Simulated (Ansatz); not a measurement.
Converging the plane-wave cutoff: ScV2Ga4 (I4mm, 7 atoms in the cell)

```
CELL_PARAMETERS angstrom
     -3.23685     3.23685     2.58214
      3.23685    -3.23685     2.58214
      3.23685     3.23685    -2.58214
ATOMIC_POSITIONS crystal
  Sc 0.00968 0.00968 0.00000
  V  0.75000 0.25000 0.50000
  V  0.25000 0.75000 0.50000
  Ga 0.30087 0.30087 0.60174
  Ga 0.69913 0.69913 0.39826
  Ga 0.30087 0.69913 0.00000
  Ga 0.69913 0.30087 0.00000
```

Method: PBEsol, default PAW files made with PBE (plane waves; Ansatz, a quantum-chemistry and plane-wave program).

Base settings: basis.ecutwfc = 420 eV; kpoints.mp_grid.grid = 4 4 4; hamiltonian.xc = pbesol; hamiltonian.pseudopotentials = {kind: paw} (the program's default PAW files); scf.occupations.method = gaussian; scf.occupations.width = 0.1 eV.

The second cell is the first with its lattice scaled by 0.98.

The mesh stays at the base's, so the ladder's end is converged at best in this setting alone.

The first pressure column holds Ansatz's estimate of the finite-basis (Pulay) stress, which hides part of the cutoff error; the other is without it.

Only quantities that move along the ladder and can be compared are tabulated.

The count of work is k-points × plane waves × bands × iterations; it is no time. 

The starting cell comes from a database of computed structures (which also holds hypothetical and non-ambient phases and stackings), without a prior relaxation at this level. Its lattice was rescaled by up to half a per cent. One atom was moved a little off its site on purpose. Spin polarisation is off. In the base run, with a pressure of about -3 GPa the cell is away from its equilibrium volume at this level.

Steps (basis.ecutwfc): 145 eV; 170 eV; 190 eV; 210 eV; 230 eV; 250 eV; 295 eV; 335 eV; 380 eV; 420 eV; 460 eV; 505 eV; 565 eV; 630 eV; 735 eV; 840 eV; 1010 eV.

Question: What is the coarsest basis.ecutwfc that holds the pressure without the Pulay estimate within 0.1 GPa of the last step, with all finer ones?

Answer: 420 eV, at 0.23 of the last step's count of work; the step before is off by 0.19 GPa.

Question: What is the coarsest basis.ecutwfc that holds the forces within 0.02 eV/Å of the last step, with all finer ones?

Answer: 335 eV, at 0.17 of the last step's count of work; the step before is off by 0.030 eV/Å.

Question: What is the coarsest basis.ecutwfc that holds the pressure within 0.1 GPa of the last step, with all finer ones?

Answer: 335 eV, at 0.17 of the last step's count of work; the step before is off by 0.45 GPa.

| basis.ecutwfc | free energy less the last step's (meV/atom) | energy of the compressed cell less the first (meV/atom) | pressure (GPa) | pressure without the Pulay estimate (GPa) | largest difference of a force vector from the last step's (eV/Å) | count of work / last |
|---|---|---|---|---|---|---|
| 145 eV | 36156.93 | 196.47 | -4.24 | -1072.43 | 2.147 | 0.069 |
| 170 eV | 17763.01 | -146.75 | -12.66 | -629.77 | 0.168 | 0.088 |
| 190 eV | 9636.94 | -131.80 | -12.85 | -403.32 | 0.353 | 0.091 |
| 210 eV | 5124.03 | -47.10 | -4.86 | -253.90 | 0.291 | 0.12 |
| 230 eV | 2577.46 | -37.90 | -0.93 | -151.44 | 0.056 | 0.12 |
| 250 eV | 1178.78 | 12.94 | -0.16 | -83.03 | 0.244 | 0.14 |
| 295 eV | 160.36 | 4.48 | -3.00 | -18.65 | 0.030 | 0.16 |
| 335 eV | 20.49 | 3.13 | -3.37 | -5.90 | 0.008 | 0.17 |
| 380 eV | 2.67 | 2.41 | -3.44 | -3.64 | 0.001 | 0.20 |
| 420 eV | 1.40 | 2.40 | -3.44 | -3.49 | 0.000 | 0.23 |
| 460 eV | 0.85 | 2.38 | -3.44 | -3.48 | 0.000 | 0.27 |
| 505 eV | 0.50 | 2.38 | -3.45 | -3.46 | 0.000 | 0.31 |
| 565 eV | 0.36 | 2.37 | -3.45 | -3.45 | 0.000 | 0.36 |
| 630 eV | 0.24 | 2.36 | -3.45 | -3.46 | 0.000 | 0.49 |
| 735 eV | 0.09 | 2.36 | -3.45 | -3.45 | 0.000 | 0.62 |
| 840 eV | 0.05 | 2.36 | -3.45 | -3.45 | 0.000 | 0.66 |
| 1010 eV | 0.00 | 2.36 | -3.45 | -3.45 | 0.000 | 1.0 |

The energy difference between the two cells stays within 1 meV/atom of the last step's from 335 eV on, the total only from 460 eV on: much of the error is common to both cells and cancels.

At the lowest cutoff the pressure without the Pulay estimate lies 1070 GPa under the last step's, the usual sign of Pulay stress in an incomplete plane-wave basis.

Keys are those of Ansatz 0.2.
